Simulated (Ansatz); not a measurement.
For RhTe$_{2}$ (P-3m1), PBEsol, DFPT electron-phonon coupling, linearised Boltzmann equation (Ansatz, a quantum-chemistry and plane-wave program) gives a transport coupling λ_tr = 0.766 and a Drude plasma energy ħω_p = 4.50 eV along z (a = (3.91, 0.00, 0.00) Å; b = (-1.96, 3.39, 0.00) Å; c = (0.00, 0.00, 5.28) Å).

### Question
Estimate the resistivity at 300 K from the high-temperature formula ρ = 2π λ_tr k_B T / (ħ ε₀ ω_p²), and say how the full Boltzmann solution compares.

### Answer
The scattering rate is 1/τ = 2π λ_tr k_B T/ħ = 1.89e14 s⁻¹ and ω_p = 6.84e15 s⁻¹, so ρ ≈ 45.7 μΩ·cm. The Boltzmann solution gives 43.6 μΩ·cm, 0.95 times the estimate.

A metal at this level (no band gap). Only scattering by harmonic phonons is included (no impurities, grain boundaries, electron-electron scattering or thermal expansion). Spin-orbit coupling is left out. The run warned that the eigensolver left some states short of its tolerance. Halving the electron mesh (24x24x16) moves the resistivity by up to 8 % at 300 K, the coupling by up to 4 %. Smearing 0.20 eV; phonons on a 4x4x3 q mesh, which this run doesn't test.

Formula and space group known from diffraction (Crystallography Open Database), not checked to be the room-temperature form: RhTe2 (P-3m1).
